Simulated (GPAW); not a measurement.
**A self-consistent single point of LuBr₃ (P6_3/mmc, 8 atoms in the cell) with GPAW**

Level of theory: LDA (Perdew-Wang 92), GPAW PAW datasets LDA (gpaw-data 1.0.1) (plane waves; GPAW).

Input as run:

```python
from ase import Atoms
from ase.dft.kpoints import monkhorst_pack
from ase.units import GPa
from gpaw import GPAW

atoms = Atoms(['Lu', 'Lu', 'Br', 'Br', 'Br', 'Br', 'Br', 'Br'],
              cell=[[10.062726, 0.000000, 0.000000],
                    [-5.031363, 8.714576, 0.000000],
                    [0.000000, 0.000000, 3.604589]],
              scaled_positions=[[0.333333, 0.666667, 0.750000],
                                [0.666667, 0.333333, 0.250000],
                                [0.215575, 0.431150, 0.250000],
                                [0.784425, 0.568850, 0.750000],
                                [0.784425, 0.215575, 0.750000],
                                [0.215575, 0.784425, 0.250000],
                                [0.568850, 0.784425, 0.250000],
                                [0.431150, 0.215575, 0.750000]],
              pbc=True)

calc = GPAW(mode={'name': 'pw', 'ecut': 850},
            xc='LDA',
            kpts=monkhorst_pack((2, 2, 5)) + [0, 0, 0.5 / 5],
            occupations={'name': 'fermi-dirac', 'width': 0.02},
            nbands=-4,
            convergence={'bands': -2},
            symmetry={'symmorphic': False, 'tolerance': 0.0005},
            maxiter=100)

atoms.calc = calc

energy = atoms.get_potential_energy()
print('Energy (eV):', round(energy, 6))
forces = atoms.get_forces()
print('Forces (eV/Ang):')
print(forces.round(5))
stress = atoms.get_stress()
print('Stress (GPa, Voigt):', (stress / GPa).round(4))
```

The program printed (abridged):

```
Input parameters:
  convergence: {bands: -2}
  kpts: [[-0.25 -0.25 -0.3 ],
         [-0.25 -0.25 -0.1 ],
         [-0.25 -0.25  0.1 ],
         ...,
         [ 0.25  0.25  0.1 ],
         [ 0.25  0.25  0.3 ],
         [ 0.25  0.25  0.5 ]]
  maxiter: 100
  mode: {ecut: 850,
         name: pw}
  nbands: -4
  occupations: {name: fermi-dirac,
                width: 0.02}
  symmetry: {symmorphic: False,
             tolerance: 0.0005}

species:
  Lu:
    name: Lutetium
    Z: 71.0
    valence: 25
    core: 46
    charge: 0.0
    file: Lu.LDA.gz

    # Using partial waves for Lu as LCAO basis

  Br:
    name: Bromine
    Z: 35.0
    valence: 7
    core: 28
    charge: 0.0
    file: Br.LDA.gz

    # Using partial waves for Br as LCAO basis

Reference energy: -1216969.584479  # eV

Spin-paired calculation

Convergence criteria:
 Maximum [total energy] change in last 3 cyles: 0.0005 eV / valence electron
 Maximum integral of absolute [dens]ity change: 0.0001 electrons / valence electron
 Maximum integral of absolute [eigenst]ate change: 4e-08 eV^2 / valence electron
 Maximum number of scf [iter]ations: 100

Symmetries present (total): 24
Symmetries with fractional translations: 12

  ( 1  1  0) + (   0)  ( 1  1  0) + (   0)  ( 1  0  0) + (   0)
  ( 0 -1  0) + (   0)  (-1  0  0) + (   0)  ( 0  1  0) + (   0)
  ( 0  0  1) + (   0)  ( 0  0 -1) + (   0)  ( 0  0  1) + (   0)

  ( 1  0  0) + (   0)  ( 0  1  0) + (   0)  ( 0  1  0) + (   0)
  (-1 -1  0) + (   0)  ( 1  0  0) + (   0)  (-1 -1  0) + (   0)
  ( 0  0 -1) + (   0)  ( 0  0 -1) + (   0)  ( 0  0  1) + (   0)

  ( 0 -1  0) + (   0)  ( 0 -1  0) + (   0)  (-1  0  0) + (   0)
  ( 1  1  0) + (   0)  (-1  0  0) + (   0)  ( 1  1  0) + (   0)
  ( 0  0 -1) + (   0)  ( 0  0  1) + (   0)  ( 0  0  1) + (   0)

  (-1  0  0) + (   0)  (-1 -1  0) + (   0)  (-1 -1  0) + (   0)
  ( 0 -1  0) + (   0)  ( 1  0  0) + (   0)  ( 0  1  0) + (   0)
  ( 0  0 -1) + (   0)  ( 0  0  1) + (   0)  ( 0  0 -1) + (   0)

  ( 1  1  0) + (   0)  ( 1  1  0) + (   0)  ( 1  0  0) + (   0)
  ( 0 -1  0) + (   0)  (-1  0  0) + (   0)  ( 0  1  0) + (   0)
  ( 0  0 -1) + ( 1/2)  ( 0  0  1) + (-1/2)  ( 0  0 -1) + ( 1/2)

  ( 1  0  0) + (   0)  ( 0  1  0) + (   0)  ( 0  1  0) + (   0)
  (-1 -1  0) + (   0)  ( 1  0  0) + (   0)  (-1 -1  0) + (   0)
  ( 0  0  1) + (-1/2)  ( 0  0  1) + (-1/2)  ( 0  0 -1) + ( 1/2)

  ( 0 -1  0) + (   0)  ( 0 -1  0) + (   0)  (-1  0  0) + (   0)
  ( 1  1  0) + (   0)  (-1  0  0) + (   0)  ( 1  1  0) + (   0)
  ( 0  0  1) + (-1/2)  ( 0  0 -1) + ( 1/2)  ( 0  0 -1) + ( 1/2)

  (-1  0  0) + (   0)  (-1 -1  0) + (   0)  (-1 -1  0) + (   0)
  ( 0 -1  0) + (   0)  ( 1  0  0) + (   0)  ( 0  1  0) + (   0)
  ( 0  0  1) + (-1/2)  ( 0  0 -1) + ( 1/2)  ( 0  0  1) + (-1/2)
Note: your k-points are not as symmetric as your crystal!
20 k-points: 2 x 2 x 5 Monkhorst-Pack grid + [0.000000,0.000000,1/10]
6 k-points in the irreducible part of the Brillouin zone
       k-points in crystal coordinates                weights
   0:     0.25000000   -0.25000000    0.10000000          4/20
   1:     0.25000000   -0.25000000    0.30000000          4/20
   2:     0.25000000   -0.25000000    0.50000000          2/20
   3:     0.25000000    0.25000000    0.10000000          4/20
   4:     0.25000000    0.25000000    0.30000000          4/20
   5:     0.25000000    0.25000000    0.50000000          2/20

Wave functions: Plane wave expansion
  Cutoff energy: 850.000 eV
  Number of coefficients (min, max): 17754, 17826
  Pulay-stress correction: 0.000000 eV/Ang^3 (de/decut=0.000000)

Occupation numbers: Fermi-Dirac:
  width: 0.0200  # eV

Eigensolver

Densities:
  Coarse grid: 70*70*28 grid
  Fine grid: 140*140*56 grid
  Total Charge: 0.000000

Density mixing:
  Method: separate
  Backend: pulay
  Linear mixing parameter: 0.05
  old densities: 5
  Damping of long wavelength oscillations: 50

Hamiltonian:
  XC and Coulomb potentials evaluated on a 140*140*56 grid
  External potential:
    NoExternalPotential

Number of atoms: 8
Number of atomic orbitals: 64
Number of bands in calculation: 50
Number of valence electrons: 92
Bands to converge: 48

Density initialized from atomic densities
  50 bands from LCAO basis set

Atomic positions and initial magnetic moments

Positions:
   0 Lu    -0.000005    5.809720    2.703442    ( 0.0000,  0.0000,  0.0000)
   1 Lu     5.031368    2.904856    0.901147    ( 0.0000,  0.0000,  0.0000)
   2 Br     0.000000    3.757289    0.901147    ( 0.0000,  0.0000,  0.0000)
   3 Br     5.031363    4.957287    2.703442    ( 0.0000,  0.0000,  0.0000)
   4 Br     6.808818    1.878645    2.703442    ( 0.0000,  0.0000,  0.0000)
   5 Br    -1.777455    6.835931    0.901147    ( 0.0000,  0.0000,  0.0000)
   6 Br     1.777455    6.835931    0.901147    ( 0.0000,  0.0000,  0.0000)
   7 Br     3.253908    1.878645    2.703442    ( 0.0000,  0.0000,  0.0000)

Unit cell:
           periodic     x           y           z      points  spacing
  1. axis:    yes   10.062726    0.000000    0.000000    70     0.1245
  2. axis:    yes   -5.031363    8.714576    0.000000    70     0.1245
  3. axis:    yes    0.000000    0.000000    3.604589    28     0.1287

  Lengths:  10.062726  10.062726   3.604589
  Angles:   90.000000  90.000000 120.000001

Effective grid spacing dv^(1/3) = 0.1321

     iter     time        total  log10-change:
                         energy   eigst   dens
iter:   1 --:--:--   -36.430292   -0.23
iter:   2 --:--:--   -36.314217   -1.06  -1.41
iter:   3 --:--:--   -35.832776   -1.61  -1.44
iter:   4 --:--:--   -35.746495   -1.56  -1.61
iter:   5 --:--:--   -35.726692   -2.17  -1.78
iter:   6 --:--:--   -35.747540c  -3.01  -2.15
iter:   7 --:--:--   -35.693854   -2.15  -2.13
iter:   8 --:--:--   -35.679434   -3.49  -2.47
iter:   9 --:--:--   -35.679447c  -4.30  -2.83
iter:  10 --:--:--   -35.680838c  -3.94  -2.85
iter:  11 --:--:--   -35.678513c  -3.39  -2.86
iter:  12 --:--:--   -35.677928c  -4.39  -3.10
iter:  13 --:--:--   -35.677996c  -3.99  -3.41
iter:  14 --:--:--   -35.677869c  -4.59  -3.48
iter:  15 --:--:--   -35.677894c  -5.41  -3.61
iter:  16 --:--:--   -35.677888c  -5.78  -3.58
iter:  17 --:--:--   -35.677832c  -5.52  -3.60
iter:  18 --:--:--   -35.677830c  -6.15  -4.33c
iter:  19 --:--:--   -35.677827c  -6.29  -4.36c
iter:  20 --:--:--   -35.677826c  -6.20  -4.37c
iter:  21 --:--:--   -35.677826c  -6.00  -4.48c
iter:  22 --:--:--   -35.677825c  -6.24  -4.46c
iter:  23 --:--:--   -35.677825c  -6.16  -4.53c
   [... 13 lines left out ...]
iter:  37 --:--:--   -35.677825c  -6.98  -6.43c
iter:  38 --:--:--   -35.677825c  -7.23  -6.34c
iter:  39 --:--:--   -35.677825c  -7.18  -6.72c
iter:  40 --:--:--   -35.677825c  -7.00  -6.85c
iter:  41 --:--:--   -35.677825c  -7.21  -7.01c
iter:  42 --:--:--   -35.677825c  -7.67c -6.95c

Converged after 42 iterations.

Dipole moment: (0.000000, -0.000000, 0.000000) |e|*Ang

Energy contributions relative to reference atoms: (reference = -1216969.584479)

Kinetic:        +46.947016
Potential:      -47.848236
External:        +0.000000
XC:             -34.487433
Entropy (-ST):   -0.000000
Local:           -0.289172
SIC:             +0.000000
--------------------------
Free energy:    -35.677825
Extrapolated:   -35.677825

Showing only first 2 kpts
 Kpt  Band  Eigenvalues  Occupancy
  0    44     -0.89440    2.00000
  0    45     -0.39432    2.00000
  0    46      2.88202    0.00000
  0    47      3.15305    0.00000

  1    44     -0.77645    2.00000
  1    45     -0.34266    2.00000
  1    46      4.39917    0.00000
  1    47      4.50798    0.00000

Fermi level: 1.14671

Gap: 3.225 eV
Transition (v -> c):
  (s=0, k=1, n=45, [0.25, -0.25, 0.30]) -> (s=0, k=0, n=46, [0.25, -0.25, 0.10])
Direct/indirect transitions are different
Direct gap: 3.276 eV
Transition at: (s=0, k=0, n=45, [0.25, -0.25, 0.10])
Energy (eV): -35.677825

Forces in eV/Ang:
  0 Lu    0.00000   -0.00000   -0.00000
  1 Lu    0.00000    0.00000    0.00000
  2 Br    0.00000    0.04168    0.00000
  3 Br    0.00000   -0.04168    0.00000
  4 Br   -0.03610    0.02084    0.00000
  5 Br    0.03610   -0.02084   -0.00000
  6 Br   -0.03610   -0.02084    0.00000
  7 Br    0.03610    0.02084    0.00000

Stress tensor:
     0.003944     0.000000     0.000000
     0.000000     0.003944     0.000000
     0.000000     0.000000     0.008147
Stress (GPa, Voigt): [0.6319 0.6319 1.3054 0.     0.     0.    ]
```

The run converged in 42 iterations. GPAW prints stress with tension positive.

The starting cell comes from a database of computed structures (which also holds hypothetical and non-ambient phases and stackings), without a prior relaxation at this level. Its lattice was rescaled by a random factor within 2.5 % of one. Spin-orbit coupling is off.

Cost on one core of a shared machine: roughly 3 min.
